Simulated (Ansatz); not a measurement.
# The (102) surface of tetragonal indium in its 1x1 cell, outermost plane spacing 0.99 Å in the ideal cut

Level of theory: r2SCAN, at the PBE geometry (plane waves to 500 eV, PAW; Ansatz, a first-principles code).

Model: 11-atom slab, 9.9 Å thick at the start (thin: gaps and levels are the slab's own), 11x5x1 mesh, Fermi-Dirac 0.1 eV, dipole correction, single point; on the structure that PBE left under its start's symmetry; no spin, no spin-orbit, no U.

```yaml
surface energy (mean of both faces): 0.35 J/m^2
work_function_of_the_top_face: 3.91 eV
cost: roughly 4 core-minutes
```
